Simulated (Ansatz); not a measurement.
Reference: AlAs (F-43m), PBEsol, rigid bands (plane waves, PAW, scalar-relativistic; Ansatz, a first-principles code); geometry: cell and atoms relaxed with PBEsol.

```
AlAs
1.0
    0.00000     2.83740     2.83740
    2.83740     0.00000     2.83740
    2.83740     2.83740     0.00000
Al As
1 1
Direct
  0.00000   0.00000   0.00000
  0.75000   0.75000   0.75000
```

The band gap is 1.34 eV. The electron conductivity mass is 0.33 mₑ and the Seebeck coefficient, n-type 1e19 cm⁻³ is -263 μV/K.

**Question.** Replace As by P on the same sites and relax. What happens?

**Answer.** AlP (F-43m): volume per atom 22.8 to 20.5 Å³; band gap rises (1.34 eV to 1.45 eV); electron conductivity mass stays about the same (0.33 mₑ to 0.33 mₑ); Seebeck coefficient, n-type 1e19 cm⁻³ stays about the same (-263 μV/K to -262 μV/K).

**Question.** Replace Al by Ga on the same sites and relax. What happens?

**Answer.** GaAs (F-43m): volume per atom 22.8 to 22.6 Å³; band gap falls (1.34 eV to 0.42 eV); electron conductivity mass falls (0.33 mₑ to 0.033 mₑ); Seebeck coefficient, n-type 1e19 cm⁻³ falls in size (-263 μV/K to -33 μV/K).

**Question.** Replace Al by B on the same sites and relax. What happens?

**Answer.** BAs (F-43m): volume per atom 22.8 to 13.5 Å³; band gap falls (1.34 eV to 1.08 eV); electron conductivity mass falls (0.33 mₑ to 0.30 mₑ); Seebeck coefficient, n-type 1e19 cm⁻³ rises in size (-263 μV/K to -322 μV/K).

Moves up to 5 % count as about the same. Masses are for dilute carriers at 300 K, harmonic means over directions unless an axis is named. Seebeck coefficients are for the stated density at 300 K, with one relaxation time for all states and whether or not that doping can be reached. Spin-orbit coupling is left out.
